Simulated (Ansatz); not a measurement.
# rock-salt TiC (0 0 1) on alpha cristobalite (0 0 1) (film strained to the substrate, started from cuts of the bulks and a machine-learned relaxation; slabs Si14O32 and C30Ti30, which can lie off the formulas)

A periodic stack without vacuum, rock-salt TiC (0 0 1) on alpha cristobalite (0 0 1) (film strained to the substrate, started from cuts of the bulks and a machine-learned relaxation; slabs Si14O32 and C30Ti30, which can lie off the formulas): substrate slab Si14O32, film C30Ti30, surface cells [[-1, 1], [-1, -1]] and [[-3, -1], [-1, -2]], film strained by +4.9 and +4.9 %, outermost planes O/O and CTi/CTi as cut, which need not be the usual terminations and can put a slab off its formula.

The start was prepared with a machine-learned potential, and the result is one local minimum, with the in-plane cell held and forces under 0.04 eV/Å; the film can end far from its bulk form.

Method: PBE (plane waves to 420 eV, PAW; Ansatz, an electronic-structure program). Spin–orbit coupling is left out; the runs are not spin-polarised; PBE gaps are too small against experiment. Its k-point mesh 4×4×1, Fermi–Dirac width 0.05 eV.

The interface area is 51.7 Å² and the period is 27.02 Å. The heights between the nearest atoms of the two slabs at the two interfaces comes out as 1.03 and 1.16 Å, the O–Ti contacts across the interfaces within 1.22 times the sum of covalent radii comes out as 10, mean 2.06 Å and the Si–Ti contacts across the interfaces within 1.22 times the sum of covalent radii is 7, mean 3.20 Å. The C–O contacts across the interfaces within 1.22 times the sum of covalent radii is 2, mean 1.42 Å.

```xyz
106
Lattice="7.1870 -0.0013 0.1720 -0.0008 7.1879 0.1267 1.2585 -2.5066 27.0209" Properties=species:S:1:pos:R:3 pbc="T T T"
Si     2.1697     0.2673     5.3060
Si     5.6041     3.6624     6.0824
Si     5.9959     0.1247     2.1848
Si     2.0574     3.8051     2.0269
Si     4.1320     5.4298     3.9109
Si     7.4334     2.2265     4.0011
Si     3.5921     1.8242     7.7110
Si     7.5862     5.6963     7.5066
O      2.6991     1.2308     6.4985
O      6.3949     4.7634     6.9521
O      3.3337     6.6302     4.6585
O      6.7005     2.7069     5.3648
O      5.4527     6.0559     3.2147
O      0.7906     3.5755     3.0319
O      4.5952     4.3175     4.9946
O      1.4836     1.2470     4.2064
O      2.3020     2.4495     1.2130
O      7.2873     6.7897     1.4730
O      4.7141     2.8306     7.1370
O      1.1402     6.3595     6.0506
O      4.8069     0.6420     1.2090
O      1.8294     4.8788     0.6357
O      3.2209     4.6412     2.7858
O      6.3597     1.4123     3.1179
Si     2.0044     0.5399    12.6707
Si     5.5453     3.8222    13.1602
Si     5.7017     0.2042     9.2078
Si     2.0006     3.9383     9.4724
Si     3.9787     5.7786    11.2773
Si     7.0633     2.2122    11.1239
O      2.6567     1.7100    13.6063
O      6.9197     4.0189    13.9484
O      3.1172    -0.1327    11.6571
O      5.7771     2.6745    12.0498
O      5.2871    -0.9235    10.3051
O      0.7537     3.4915    10.4349
O      4.6306     5.0285    12.5916
O      0.8097     1.1490    11.7288
O      2.6769     2.6052     8.8120
O      6.8909     6.8592     8.3832
O      4.4864     3.4276    14.5060
O      1.3956    -0.6235    13.6316
O      4.3351     0.5542     8.4004
O      1.4702     4.8867     8.2558
O      3.0844     4.7474    10.3863
O      6.3219     1.5494     9.8523
C      1.2951    -0.7740    17.7534
C      5.6022     0.6806    17.8531
C      7.0568     3.5321    17.9437
C      4.1480     4.9483    17.8946
C      2.7205     2.0618    17.8059
C      7.7928     1.4133    15.8349
C      4.9565     2.7967    15.6788
C      6.2947     5.8300    15.9174
C      3.5501    -0.0851    15.7152
C      2.0169     4.2832    15.7704
C      1.2009    -0.8521    21.9724
C      5.5118     0.5862    22.1057
C      6.9459     3.4411    22.1842
C      4.0631     4.8892    22.1382
C      2.6397     2.0186    22.0818
C      7.7083     1.3376    20.0457
C      4.8277     2.7769    19.9816
C      6.2667    -1.5364    19.9556
C      3.4063    -0.0998    19.9201
C      1.9589     4.2056    19.9675
C      1.0938    -0.8997    26.1714
C      5.5044     0.5628    26.2873
C      6.7908     3.2890    26.3683
C      3.9394    -2.3297    26.1957
C      2.5213     1.9250    26.4296
C      7.6424     1.2596    24.2962
C      4.7183     2.7022    24.2527
C      6.1800    -1.6233    24.1729
C      3.3082    -0.1785    24.1659
C      1.8413     4.1445    24.2086
Ti     7.8063     1.3647    17.9203
Ti     4.8720     2.8142    17.8350
Ti     6.3640    -1.5317    17.8402
Ti     3.3916    -0.0389    17.7982
Ti     2.0102     4.2372    17.8380
Ti     1.3015    -0.7742    15.4763
Ti     5.6679     0.6059    15.8436
Ti     7.2552     3.5541    15.7784
Ti     4.1764     5.1080    15.8704
Ti     2.7335     2.0473    15.4718
Ti     7.6600     1.2985    22.1768
Ti     4.7888     2.7250    22.1226
Ti     6.2181    -1.5816    22.0819
Ti     3.3431    -0.1407    22.0503
Ti     1.9253     4.1600    22.0954
Ti     1.2412    -0.8252    19.8553
Ti     5.5517     0.6083    19.9677
Ti     6.9913     3.4755    20.0552
Ti     4.1244     4.9231    20.0125
Ti     2.6955     2.0593    19.9387
Ti     7.4825     1.1986    26.3040
Ti     4.7862     2.6687    26.2883
Ti     6.0779    -1.6228    26.4070
Ti     3.2450    -0.3599    26.3554
Ti     1.7762     4.1571    26.4969
Ti     1.1408    -0.9279    24.1026
Ti     5.4254     0.5010    24.2131
Ti     6.9226     3.4606    24.3101
Ti     4.0123    -2.3353    24.1368
Ti     2.6056     1.9840    24.2398
```
